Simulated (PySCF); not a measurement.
PySCF 2.14.0, PBE/def2-svp, df: Sn(OH)(OMe) (C[O][Sn][OH]), 8 atoms. The geometry is a generated start, not checked to be a minimum at this level.

* **task**: energy
* **method**: pbe
* **basis**: def2-svp
* **two-electron scheme**: density fitting
* **mol.max_memory**: 3000 MB
* **mf.max_cycle**: 100
* **mf.init_guess**: minao (default)
* **mf.DIIS**: CDIIS (default)
* **mf.conv_tol**: 1e-09 (default)
* **mf.grids.level**: 3 (default)
* **effective core potentials**: those of the basis set, past Kr
* **basis functions**: 88
* **grid points**: 103472

```xyz
8

Sn    -0.4317     0.4389     2.1299
O     -1.7667     1.5164     1.0201
H     -1.8237     1.4846     0.0653
O      0.6171    -0.5221     0.6848
C      0.8070    -0.6903    -0.6974
H      0.8938     0.2732    -1.2074
H      1.7302    -1.2564    -0.8569
H     -0.0261    -1.2442    -1.1384
```

One run each on 2 threads, 1 BLAS thread. Values of diis_space tried: 3, 5, 8 (default), 12, 20.

Problem. Which value of diis_space needs the fewest Fock builds, and what happens away from it?

Solution. Fewest Fock builds, within one of each other: 5 with 16, 8 (default) with 16, 12 with 16, 20 with 16. The count rises to 36 at 3. All converge to one solution.

| diis_space | Fock builds | end |
|---|---|---|
| 3 | 36 | same solution |
| 5 | 16 | same solution |
| 8 (default) | 16 | same solution |
| 12 | 16 | same solution |
| 20 | 16 | same solution |
